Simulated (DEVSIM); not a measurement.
System: Mo/SiO2/n-Si capacitor, at 300 K.

Layer 1 from the left is SiO2, thickness (nm) 6.80. Layer 2 from the left is Si, thickness (nm) 550, Nd (cm⁻³) 1.1e18.

Metal gate on the left, work function 4.6 eV. Fixed charge at the semiconductor interface -2.27e12 cm⁻² (in units of +e); no interface traps.

The device is made up for the run: typed textbook-type constants, with dimensions and the other settings drawn at random. Values at 300 K.

SiO2: gap (eV) 9, affinity (eV) 0.9, permittivity 3.9. Si: gap (eV) 1.124, affinity (eV) 4.05, permittivity 11.7, Nc (cm⁻³) 2.86e19, Nv (cm⁻³) 3.1e19.

Model (solved in DEVSIM): 1D Poisson equation in equilibrium, Boltzmann statistics, complete ionisation; no quantum confinement or tunnelling. Metal contacts follow the ideal Schottky-Mott rule: no Fermi-level pinning, no interface dipoles.

Question: What does the simulation give for the minimum of the low-frequency capacitance?

Answer: minimum of the low-frequency capacitance 0.206 μF/cm².
